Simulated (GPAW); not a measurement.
Input and output of a self-consistent single point for Zn₃Ag (P-6m2, 4 atoms in the cell) (GPAW).

Method of the run: PBEsol, GPAW PAW datasets PBEsol (made by gpaw-setup) (plane waves; GPAW).

The change in words: lattice scaled by 0.98. Reference geometry:
```yaml
crystal:
  lattice:
    - [2.87804, 0.00000, 0.00000]
    - [-1.43902, 2.49246, 0.00000]
    - [0.00000, 0.00000, 8.65170]
  atoms:
    - { symbol: Zn, position: [0.66667, 0.33333, 0.50000] }
    - { symbol: Zn, position: [0.33333, 0.66667, 0.25680] }
    - { symbol: Zn, position: [0.33333, 0.66667, 0.74320] }
    - { symbol: Ag, position: [0.66667, 0.33333, 0.00000] }
```

Reference input (self-consistent single point, DFT PBEsol, plane waves, GPAW PAW datasets PBEsol (made by gpaw-setup)): mode = pw; ecut = 850 eV; xc = PBEsol; kpts = 13 13 4; mesh shift (steps) = 0 0 0; occupations.name = fermi-dirac; occupations.width = 0.05 eV; nbands = -12; convergence.forces = 0.001 eV/Å; symmetry.symmorphic = false; symmetry.tolerance = 0.0005; maxiter = 150. This run's input differs from it in these lines:

```diff
@@ -5,5 +5,5 @@
 atoms = Atoms(['Zn', 'Zn', 'Zn', 'Ag'],
-              cell=[[2.878042, 0.000000, 0.000000],
-                    [-1.439021, 2.492458, 0.000000],
-                    [0.000000, 0.000000, 8.651697]],
+              cell=[[2.820481, 0.000000, 0.000000],
+                    [-1.410241, 2.442609, 0.000000],
+                    [0.000000, 0.000000, 8.478663]],
               scaled_positions=[[0.666667, 0.333333, 0.500000],
```

Log, with long lists cut:

```
     iter     time        total  log10-change:
                         energy   eigst   dens  force
iter:   1 --:--:--    -9.016450
iter:   2 --:--:--    -9.087825   -0.57  -1.47
iter:   3 --:--:--    -8.981625   -0.99  -1.48
iter:   4 --:--:--    -9.295190   -2.01  -1.84
iter:   5 --:--:--    -8.650796   -1.95  -1.73
iter:   6 --:--:--    -8.598903   -2.93  -2.14
iter:   7 --:--:--    -8.582265   -2.81  -2.35
iter:   8 --:--:--    -8.581745c  -3.60  -2.80
iter:   9 --:--:--    -8.578621c  -4.00  -2.87
iter:  10 --:--:--    -8.578491c  -5.51  -3.48
iter:  11 --:--:--    -8.578093c  -4.77  -3.54
iter:  12 --:--:--    -8.578000c  -5.62  -3.56
iter:  13 --:--:--    -8.577990c  -5.23  -3.59
iter:  14 --:--:--    -8.577948c  -5.21  -3.67
iter:  15 --:--:--    -8.577945c  -6.07  -3.97
iter:  16 --:--:--    -8.577938c  -7.15  -4.36c
iter:  17 --:--:--    -8.577937c  -7.97c -4.38c
iter:  18 --:--:--    -8.577934c  -6.64  -4.42c
iter:  19 --:--:--    -8.577934c  -7.70c -5.13c -2.19
iter:  20 --:--:--    -8.577934c  -9.20c -5.11c -5.43c
Converged after 20 iterations.

Dipole moment: (0.766047, -0.442278, -0.000000) |e|*Ang

Energy contributions relative to reference atoms: (reference = -290997.204407)

Kinetic:         -7.694999
Potential:      +11.821398
External:        +0.000000
XC:             -12.800154
Entropy (-ST):   -0.009748
Local:           +0.100695
SIC:             +0.000000
--------------------------
Free energy:     -8.582808
Extrapolated:    -8.577934

Showing only first 2 kpts
 Kpt  Band  Eigenvalues  Occupancy
  0    24      3.66813    2.00000
  0    25      3.66813    2.00000
  0    26      5.82193    2.00000
  0    27      9.12222    0.00000

  1    24      3.66825    2.00000
  1    25      3.66826    2.00000
  1    26      4.82556    2.00000
  1    27     10.37226    0.00000

Fermi level: 7.75126

No gap
No difference between direct/indirect transitions
Energy (eV): -8.577934

Forces in eV/Ang:
  0 Zn    0.00000    0.00000    0.00000
  1 Zn   -0.00000   -0.00000   -0.09635
  2 Zn   -0.00000   -0.00000    0.09635
  3 Ag    0.00000    0.00000    0.00000

Stress tensor:
    -0.003329    -0.000000     0.000000
    -0.000000    -0.003329     0.000000
     0.000000     0.000000    -0.008620
Stress (GPa, Voigt): [-0.5334 -0.5334 -1.381   0.      0.     -0.    ]
```

The run converged in 20 iterations. GPAW prints stress with tension positive. Against the reference run the free energy goes down by 12.2 meV/atom, the pressure goes from -4.73 to 0.82 GPa and the largest force goes from 0.148 to 0.096 eV/Å.

The starting cell comes from a database of computed structures (which also holds hypothetical and non-ambient phases and stackings), without a prior relaxation at this level. Its lattice was rescaled by a random factor within 2.5 % of one. For this run, on top of that: lattice scaled by 0.98.

Cost on one core of a shared machine: roughly 5 min.
